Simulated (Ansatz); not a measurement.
**Element substitutions in hypothetical rutile BeF2**

Consider BeF2 in the rutile structure (space group P4_2/mnm, No. 136; a hypothetical phase, not in the database extracts checked).

```xyz
6
Lattice="4.2278 0.0000 0.0000 0.0000 4.2278 0.0000 0.0000 0.0000 2.5396" Properties=species:S:1:pos:R:3 pbc="T T T"
Be     0.0000     0.0000     0.0000
Be     2.1139     2.1139     1.2698
F      1.3116     1.3116     0.0000
F      3.4254     0.8023     1.2698
F      0.8023     3.4254     1.2698
F      2.9162     2.9162     0.0000
```

Each row replaces one element on all its sites; cell and atoms are relaxed.

Computed with DFT with PBEsol, PAW potentials and a 420 eV plane-wave cutoff in Ansatz (an electronic-structure program), spin-orbit coupling left out.

| change | c/a ratio | lattice parameter a |
|---|---|---|
| base | 0.601 | 4.228 Å |
| Be → Li | 0.644 | 4.564 Å |
| Be → Sn | 0.694 | 5.472 Å |
| F → Cl | 0.527 | 5.898 Å |

The magnetic state is the one reached from the starting moments; the real material's order can differ, and small cells can't hold many antiferromagnetic ones. Stability against distortions was not tested. As relaxed here, LiF2, SnF2 and BeCl2 are hypothetical phases, not in the database extracts checked.
